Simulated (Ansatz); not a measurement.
An ideal cubic perovskite cell is held by its symmetry; such compounds can tilt or shift off centre at room temperature. The starting structures come from a database of crystals and need not be the phases stable at ambient conditions.

Evanescent states of Li$_{3}$BrO (Pm-3m, anti-perovskite, 5 atoms a cell, 12.3 Å³ an atom) along the normal of (001)

Computed with PBEsol (plane waves, PAW; Ansatz, an electronic-structure program).

The gap is the functional's own. No spin-orbit coupling. Mid-gap values are those at the computed energy nearest the middle.

Energies count from the valence-band top; κ is the least over a 8×8 mesh across the current.

| E (eV) | κ (1/Å) | where |
|---|---|---|
| 0.10 | 0.141 | off Γ |
| 0.30 | 0.236 | off Γ |
| 0.50 | 0.295 | off Γ |
| 0.70 | 0.319 | off Γ |
| 0.90 | 0.319 | off Γ |
| 1.10 | ? | off Γ |
| 1.30 | ? | off Γ |
| 1.50 | ? | off Γ |
| 1.70 | ? | off Γ |
| 1.90 | ? | off Γ |
| 2.10 | ? | off Γ |
| 2.30 | ? | off Γ |
| 2.50 | ? | off Γ |
| 2.70 | ? | off Γ |
| 2.90 | ? | off Γ |
| 3.10 | 0.236 | off Γ |
| 3.30 | ? | off Γ |
| 3.50 | 0.199 | off Γ |
| 3.70 | 0.175 | off Γ |
| 3.90 | 0.145 | off Γ |
| 4.10 | 0.105 | off Γ |
| 4.30 | 0.020 | off Γ |

Task: Some entries are withheld; supply them.

Result: 
- 1.10, κ (1/Å): 0.318
- 1.30, κ (1/Å): 0.316
- 1.50, κ (1/Å): 0.312
- 1.70, κ (1/Å): 0.307
- 1.90, κ (1/Å): 0.301
- 2.10, κ (1/Å): 0.294
- 2.30, κ (1/Å): 0.286
- 2.50, κ (1/Å): 0.276
- 2.70, κ (1/Å): 0.264
- 2.90, κ (1/Å): 0.251
- 3.30, κ (1/Å): 0.219
